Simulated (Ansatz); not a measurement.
We consider SnF4 (I4/mmm, No. 139), described by G0W0@PBEsol (hard PAW, contour deformation; Ansatz, a program for electronic structure).

The cell has the measured lattice parameters. Conventional cell: a = 4.0500 Å, b = 4.0500 Å, c = 7.9300 Å, α = 90.00°, β = 90.00°, γ = 90.00°.

One run with a 6×6×6 mesh, response cutoff 100 eV and 271 empty bands, not extrapolated in mesh or basis; no spin–orbit coupling.

Highest filled and lowest empty level by k point (fractions of the reciprocal vectors of the cell (-2.025 2.025 3.965) (2.025 -2.025 3.965) (2.025 2.025 -3.965) Å; eV from the valence maximum of each method):

| k | PBEsol filled | PBEsol empty | QP filled | QP empty |
|---|---|---|---|---|
| 0 0 0 | -0.24 | 3.46 | -0.23 | 6.87 |
| 0 0 0.167 | -0.24 | 4.29 | -0.22 | 7.83 |
| 0 0.167 0.167 | -0.30 | 5.36 | [?] | [?] |
| 0 0.333 -0.167 | -0.20 | 4.52 | -0.20 | 8.14 |
| 0.167 -0.5 -0.333 | -0.14 | 4.97 | -0.15 | 8.73 |
| 0.167 -0.333 0.333 | -0.40 | 6.09 | -0.45 | 10.02 |
| 0.167 -0.333 -0.5 | -0.15 | 5.85 | -0.16 | 9.76 |
| 0.333 -0.5 -0.5 | -0.18 | 4.86 | [?] | [?] |

Q: Estimate the withheld levels to about 0.1 eV.

A: 
- 0 0.167 0.167, QP filled: -0.30
- 0 0.167 0.167, QP empty: 9.09
- 0.333 -0.5 -0.5, QP filled: -0.19
- 0.333 -0.5 -0.5, QP empty: 8.64

Note: filled d or f shells below the valence bands can shift G0W0 gaps through exchange with them, which wasn't tested here; cell and atoms aren't relaxed at this level.
